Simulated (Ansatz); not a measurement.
Relaxation of the outer planes of the (110) surface of cuprite in its 1x1 cell (cut with top plane 2 Cu, bottom plane 2 Cu), relaxed from an ideal cut (the real face may reconstruct), outermost plane spacing 1.52 Å in the ideal cut (one of several cuts of this face), with 2 Cu a cell over the bulk's ratio.

The numbers are results of PBE (plane waves to 420 eV, PAW; Ansatz, a first-principles code), not measurements.

Set-up: 26 atoms, Cu18O8, 12.2 Å thick at the start; mesh 6x4x1; 0.025 eV smearing; dipole correction on; all atoms relaxed; held to the start's symmetry, so lower structures may exist; no spin (no spin-polarised run to compare, though such a face may carry moments), no spin-orbit, no U. The slab shows no gap on its mesh.

```tsv
plane	atoms	bulk spacing to the next (Å)	relaxed spacing (Å)	change (%)	rumpling (Å)
1	2 Cu	1.520	___	___	0.00
2	2 O + 2 Cu	1.520	1.584	4.2	0.05 (Cu outermost)
```

**Question.** Fill in the missing entries.

**Answer.** 
- 1, relaxed spacing (Å): 1.129
- 1, change (%): -25.7
